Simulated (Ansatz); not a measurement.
## Effect of isotropic strain +0.92 % on CrI3

Base system: CrI3 in the BiI3 type structure (space group R-3, No. 148; a = 6.892 Å, c = 19.898 Å (hexagonal axes); ferromagnetic; layered, stacked along the Cartesian z axis).

Perturbation: the cell is scaled by 1.0092 in all directions; the atoms relax in the strained cell.

All numbers come from DFT with r2SCAN+rVV10, PAW potentials and a 500 eV plane-wave cutoff in Ansatz (a program for electronic structure), spin-orbit coupling left out. Settings: 6×6×6 k-points, 0.05 eV Fermi–Dirac smearing.

```tsv
quantity	base	changed	shift
volume per atom	34.11 Å³	35.05 Å³	+0.950 Å³
space group	R-3 (No. 148)	R-3 (No. 148)	–
shortest interatomic distance	2.728 Å	2.736 Å	+0.008 Å
energy relative to the base (free energy F)	0 meV/atom	+1.5 meV/atom	+1.5 meV/atom
pressure (mean of the normal stresses, compression positive)	0.0 GPa	-0.5 GPa	-0.5 GPa
band gap	1.32 eV	1.36 eV	+0.034 eV
gap character	indirect, Γ → T	indirect, Γ → T	–
smallest direct gap	1.45 eV	1.47 eV	+0.02 eV
mean gap deformation potential ΔEg/Δln V	–	+1.2 eV	–
width of the top valence band	0.62 eV	0.58 eV	-0.034 eV
magnetic state	ferromagnetic	ferromagnetic	–
largest site moment	3.07 μB	3.08 μB	+0.01 μB
```

The magnetic state is the one reached from the starting moments; the real material's order can differ, and small cells can't hold many antiferromagnetic ones. Spin-orbit coupling, missing from the scalar runs, can matter with I. Stability against distortions was not tested.
